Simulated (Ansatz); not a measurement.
The parent structure is HfO₂ in the fluorite structure (space group Fm-3m, No. 225; a = 5.058 Å). Axes: x, y, z lie along the cube axes.

The values are results of plane-wave PAW DFT at the r2SCAN level (Ansatz, a quantum-chemistry and plane-wave program, 500 eV), spin-orbit coupling left out, not measurements.

Now apply this change: the cell is compressed by 2.46 % along z with no lateral relaxation; the atoms relax in the strained cell.

### Question
Predict the stress tensor and what it implies for the stiffness.

### Answer
Stress of the strained cell less that of the base (GPa, compression positive):
```
   2.93    0.00    0.00
   0.00    2.93    0.00
   0.00    0.00   15.55
```

Then −Δσ_ii/ε with ε = -0.0246 gives secant stiffness values (nonlinear terms included at this strain): C33 ≈ 632 GPa, C13 ≈ 119 GPa and C23 ≈ 119 GPa.

As a check, the harmonic strain energy −½ V₀ Δσ:ε is 13 meV/atom; the computed energy rise is 13 meV/atom.

No phonon test of stability was made. This is not the structure that HfO2 has at room temperature and ambient pressure.
